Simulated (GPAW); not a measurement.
Worked example: self-consistent single point of BaB₂Rh₂ (I4/mmm, 5 atoms in the cell) in GPAW

Level of theory: LDA (Perdew-Wang 92), GPAW PAW datasets LDA (gpaw-data 1.0.1) (plane waves; GPAW 25.7.0).

The input file:

```python
from ase import Atoms
from ase.units import GPa
from gpaw import GPAW, PW

atoms = Atoms(['Ba', 'B', 'B', 'Rh', 'Rh'],
              cell=[[-1.984414, 1.984414, 5.820402],
                    [1.984414, -1.984414, 5.820402],
                    [1.984414, 1.984414, -5.820402]],
              scaled_positions=[[0.000000, 0.000000, 0.000000],
                                [0.683200, 0.683200, 0.000000],
                                [0.316800, 0.316800, 0.000000],
                                [0.750000, 0.250000, 0.500000],
                                [0.250000, 0.750000, 0.500000]],
              pbc=True)

calc = GPAW(mode=PW(900),
            xc='LDA',
            kpts=(9, 9, 9),
            occupations={'name': 'methfessel-paxton', 'width': 0.1, 'order': 0},
            nbands=-9,
            convergence={'forces': 0.001},
            symmetry={'symmorphic': False, 'tolerance': 0.0005},
            maxiter=120,
            txt='-')

atoms.calc = calc

energy = atoms.get_potential_energy()
print('Energy (eV):', round(energy, 6))
forces = atoms.get_forces()
print('Forces (eV/Ang):')
print(forces.round(5))
stress = atoms.get_stress()
print('Stress (GPa, Voigt):', (stress / GPa).round(4))
```

Output, abridged:

```
Input parameters:
  convergence: {forces: 0.001}
  kpts: [9 9 9]
  maxiter: 120
  mode: {ecut: 900.0000000000001,
         name: pw}
  nbands: -9
  occupations: {name: methfessel-paxton,
                order: 0,
                width: 0.1}
  symmetry: {symmorphic: False,
             tolerance: 0.0005}

species:
  Ba:
    name: Barium
    Z: 56.0
    valence: 10
    core: 46
    charge: 0.0
    file: Ba.LDA.gz

    # Using partial waves for Ba as LCAO basis

  B:
    name: Boron
    Z: 5.0
    valence: 3
    core: 2
    charge: 0.0
    file: B.LDA.gz

    # Using partial waves for B as LCAO basis

  Rh:
    name: Rhodium
    Z: 45.0
    valence: 15
    core: 30
    charge: 0.0
    file: Rh.LDA.gz

    # Using partial waves for Rh as LCAO basis

Reference energy: -482451.262588  # eV

Spin-paired calculation

Convergence criteria:
 Maximum [total energy] change in last 3 cyles: 0.0005 eV / valence electron
 Maximum integral of absolute [dens]ity change: 0.0001 electrons / valence electron
 Maximum integral of absolute [eigenst]ate change: 4e-08 eV^2 / valence electron
 Maximum change in the atomic [forces] across last 2 cycles: 0.001 eV/Ang OR
Maximum error relative to the maximum force is below inf
 Maximum number of scf [iter]ations: 120

Symmetries present (total): 16
Symmetries with fractional translations: 0
729 k-points: 9 x 9 x 9 Monkhorst-Pack grid
75 k-points in the irreducible part of the Brillouin zone
       k-points in crystal coordinates                weights
   0:     0.00000000    0.00000000    0.00000000          1/729
   1:     0.11111111   -0.11111111    0.00000000          4/729
   2:     0.11111111   -0.11111111    0.11111111          4/729
   [... 7 lines left out ...]
          ...
  74:     0.44444444    0.44444444    0.44444444          8/729

Wave functions: Plane wave expansion
  Cutoff energy: 900.000 eV
  Number of coefficients (min, max): 5597, 5656
  Pulay-stress correction: 0.000000 eV/Ang^3 (de/decut=0.000000)

Occupation numbers: Methfessel-Paxton:
  width: 0.1000  # eV
  order: 0

Eigensolver

Densities:
  Coarse grid: 45*45*45 grid
  Fine grid: 90*90*90 grid
  Total Charge: 0.000000

Density mixing:
  Method: separate
  Backend: pulay
  Linear mixing parameter: 0.05
  old densities: 5
  Damping of long wavelength oscillations: 50

Hamiltonian:
  XC and Coulomb potentials evaluated on a 90*90*90 grid
  External potential:
    NoExternalPotential

Number of atoms: 5
Number of atomic orbitals: 37
Number of bands in calculation: 32
Number of valence electrons: 46
Bands to converge: occupied

Density initialized from atomic densities
  32 bands from LCAO basis set

Atomic positions and initial magnetic moments

Positions:
   0 Ba     0.000000    0.000000    0.000000    ( 0.0000,  0.0000,  0.0000)
   1 B      0.000000   -0.000000    7.952997    ( 0.0000,  0.0000,  0.0000)
   2 B     -0.000000    0.000000    3.687807    ( 0.0000,  0.0000,  0.0000)
   3 Rh     0.000000    1.984414    2.910201    ( 0.0000,  0.0000,  0.0000)
   4 Rh     1.984414    0.000000    2.910201    ( 0.0000,  0.0000,  0.0000)

Unit cell:
           periodic     x           y           z      points  spacing
  1. axis:    yes   -1.984414    1.984414    5.820402    45     0.0835
  2. axis:    yes    1.984414   -1.984414    5.820402    45     0.0835
  3. axis:    yes    1.984414    1.984414   -5.820402    45     0.0624

  Lengths:   6.461647   6.461647   6.461647
  Angles:  144.230112 144.230112  51.483333

Effective grid spacing dv^(1/3) = 0.1002

     iter     time        total  log10-change:
                         energy   eigst   dens  force
iter:   1 --:--:--   -40.209730
iter:   2 --:--:--   -39.269765   -0.93  -1.12
iter:   3 --:--:--   -37.252096   -0.82  -1.19
iter:   4 --:--:--   -37.067811   -2.20  -1.49
iter:   5 --:--:--   -36.960613   -1.46  -1.58
iter:   6 --:--:--   -36.851908   -1.95  -1.76
iter:   7 --:--:--   -36.849508   -2.49  -2.04
iter:   8 --:--:--   -36.829549c  -3.39  -2.22
iter:   9 --:--:--   -36.814475   -3.10  -2.36
iter:  10 --:--:--   -36.813810c  -3.51  -2.82
iter:  11 --:--:--   -36.813837c  -4.83  -3.14
iter:  12 --:--:--   -36.813909c  -4.91  -3.19
iter:  13 --:--:--   -36.813785c  -4.67  -3.31
iter:  14 --:--:--   -36.813768c  -6.05  -3.76
iter:  15 --:--:--   -36.813761c  -6.81  -3.86
iter:  16 --:--:--   -36.813761c  -7.52c -3.93
iter:  17 --:--:--   -36.813760c  -7.76c -3.95
iter:  18 --:--:--   -36.813755c  -6.41  -3.99
iter:  19 --:--:--   -36.813758c  -6.84  -4.23c
iter:  20 --:--:--   -36.813757c  -7.77c -4.41c
iter:  21 --:--:--   -36.813756c  -8.15c -4.45c -2.73
iter:  22 --:--:--   -36.813755c  -8.23c -4.53c -2.47
iter:  23 --:--:--   -36.813755c  -8.77c -4.73c -3.42c

Converged after 23 iterations.

Dipole moment: (-0.000000, 0.000000, 0.000000) |e|*Ang

Energy contributions relative to reference atoms: (reference = -482451.262588)

Kinetic:         -5.736474
Potential:       +0.726139
External:        +0.000000
XC:             -31.551103
Entropy (-ST):   -0.005228
Local:           -0.249702
SIC:             +0.000000
--------------------------
Free energy:    -36.816369
Extrapolated:   -36.813755

Showing only first 2 kpts
 Kpt  Band  Eigenvalues  Occupancy
  0    21      8.00343    1.55512
  0    22      8.00343    1.55512
  0    23      8.02945    1.30786
  0    24      8.21799    0.02318

  1    21      6.96883    2.00000
  1    22      7.80356    1.99967
  1    23      8.23750    0.01089
  1    24      8.85953    0.00000

Fermi level: 8.05745

No gap
No difference between direct/indirect transitions
Energy (eV): -36.813755

Forces in eV/Ang:
  0 Ba    0.00000   -0.00000   -0.00000
  1 B    -0.00000   -0.00000    0.59999
  2 B     0.00000   -0.00000   -0.59999
  3 Rh    0.00000   -0.00000    0.00000
  4 Rh    0.00000   -0.00000    0.00000

Stress tensor:
     0.074700    -0.000000    -0.000000
    -0.000000     0.074700     0.000000
    -0.000000     0.000000     0.046849
Stress (GPa, Voigt): [11.9683 11.9683  7.506   0.     -0.     -0.    ]
```

The run converged in 23 iterations. GPAW prints stress with tension positive.

At such cutoffs GPAW's stress carries a finite-basis (Pulay) error, which enters relaxed cells too; its log prints stress with tension positive.

The starting cell comes from a database of computed structures (which also holds hypothetical and non-ambient phases and stackings), without a prior relaxation at this level. Its lattice was rescaled by a random factor within 2.5 % of one. Spin polarisation is off.

Cost on one core of a shared machine: roughly 8 min.
